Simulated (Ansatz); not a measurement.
Functionals compared on the (0001) surface of hexagonal La2O3 in its 1x1 cell (cut with top plane O, bottom plane O), outermost plane spacing 0.66 Å in the ideal cut, in Ansatz (plane waves, PAW). The structure was relaxed with PBE; the other rows are single points on it, each with its references at the same level. Cutoff 420 eV (500 eV for r2SCAN). HSE06 used the coarser mesh 5x5x1.

Model: 10-atom slab, La4O6, 10.6 Å thick at the start, 8x8x1 mesh, Fermi-Dirac 0.025 eV, dipole correction, all atoms relaxed; symmetry of the start imposed; no spin, no spin-orbit, no U. These notes are the PBE run's.

A dash marks a value that is undefined for that row or was read on another mesh.

```json
[
 {"functional": "PBE", "surface energy (J/m²)": "0.64", "gap of the slab on its k-mesh (eV)": "4.02", "highest filled level below the top vacuum level (eV)": "5.56", "rough cost of the single point": "–"},
 {"functional": "LDA", "surface energy (J/m²)": "0.97", "gap of the slab on its k-mesh (eV)": "3.93", "highest filled level below the top vacuum level (eV)": "5.92", "rough cost of the single point": "roughly 20 core-seconds"},
 {"functional": "PBEsol", "surface energy (J/m²)": "___", "gap of the slab on its k-mesh (eV)": "___", "highest filled level below the top vacuum level (eV)": "___", "rough cost of the single point": "roughly 21 core-seconds"},
 {"functional": "RPBE", "surface energy (J/m²)": "0.46", "gap of the slab on its k-mesh (eV)": "4.05", "highest filled level below the top vacuum level (eV)": "5.40", "rough cost of the single point": "around 21 core-seconds (rough)"},
 {"functional": "r2SCAN", "surface energy (J/m²)": "0.81", "gap of the slab on its k-mesh (eV)": "4.47", "highest filled level below the top vacuum level (eV)": "5.79", "rough cost of the single point": "around 40 core-seconds (rough)"},
 {"functional": "HSE06", "surface energy (J/m²)": "0.74", "gap of the slab on its k-mesh (eV)": "–", "highest filled level below the top vacuum level (eV)": "–", "rough cost of the single point": "about 6 core-minutes (a rough figure)"}
]
```

Problem. What belongs in the gaps?

Solution. 
- PBEsol, surface energy (J/m²): 0.80
- PBEsol, gap of the slab on its k-mesh (eV): 3.96
- PBEsol, highest filled level below the top vacuum level (eV): 5.63

Ansatz is a program for electronic structure.
